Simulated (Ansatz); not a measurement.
Coverage and cell size: O on the 1x1 (110) surface of bcc Ta, one adsorbate a cell, in each cell the lowest of the starts that converged. Energies against ½ O2(g), without dispersion, zero-point or thermal terms; small cells hold the layer to their symmetry. A negative adsorption energy means that the adsorbate is more stable on the surface than in its reference.

These are PBE (plane waves to 420 eV, PAW; Ansatz, a quantum-chemistry and plane-wave program) values and carry that method's errors.

```json
[
 {"area an adsorbate, end state": "8 Å², bonded to 3 Ta", "atoms": "5", "E_ads (eV)": "___", "height (Å)": "1.08", "Δ work function (eV)": "0.89", "rough cost": "roughly 110 core-seconds"},
 {"area an adsorbate, end state": "16 Å², bonded to 3 Ta", "atoms": "9", "E_ads (eV)": "-4.82", "height (Å)": "1.11", "Δ work function (eV)": "___", "rough cost": "around 4 core-minutes (rough)"},
 {"area an adsorbate, end state": "31 Å², bonded to 3 Ta", "atoms": "17", "E_ads (eV)": "-4.86", "height (Å)": "1.16", "Δ work function (eV)": "-0.31", "rough cost": "about 5 core-minutes (a rough figure)"}
]
```

Q: Complete the blanks.

A: 
- 8 Å², bonded to 3 Ta, E_ads (eV): -4.41
- 16 Å², bonded to 3 Ta, Δ work function (eV): -0.02
